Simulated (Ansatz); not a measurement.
# TiO2, response to strain

The parent structure is TiO₂ in the anatase structure (space group I4_1/amd, No. 141; a = 3.770 Å, c = 9.552 Å). Axes: x, y, z lie along a, b, c of the conventional cell.

Strains are applied to the cell and any free atomic positions relax; under biaxial strain the out-of-plane vector relaxes too.

Method: Ansatz (a quantum-chemistry and plane-wave program), PBEsol, PAW, cutoff 420 eV, spin-orbit coupling left out.

```json
[
 {"biaxial strain, plane normal [001], relaxed out of plane (%)": "-3", "out-of-plane strain (%)": "5.10"},
 {"biaxial strain, plane normal [001], relaxed out of plane (%)": "-2.4", "out-of-plane strain (%)": "?"},
 {"biaxial strain, plane normal [001], relaxed out of plane (%)": "-1.8", "out-of-plane strain (%)": "2.97"},
 {"biaxial strain, plane normal [001], relaxed out of plane (%)": "-1.2", "out-of-plane strain (%)": "1.95"},
 {"biaxial strain, plane normal [001], relaxed out of plane (%)": "-0.6", "out-of-plane strain (%)": "0.95"},
 {"biaxial strain, plane normal [001], relaxed out of plane (%)": "0", "out-of-plane strain (%)": "0.00"}
]
```

Task: Fit ε⊥ = −νε + γε² (strains in %) to the rows shown and predict the withheld row.

Result: Least squares on the printed values gives ν = 1.57 (the biaxial Poisson response) and γ = 0.043 (largest residual 0.01 %); this predicts 4.02 %, and the run gives 4.03 %, in agreement.

Whether these cells are dynamically stable was not tested. The final runs are not spin-polarised.
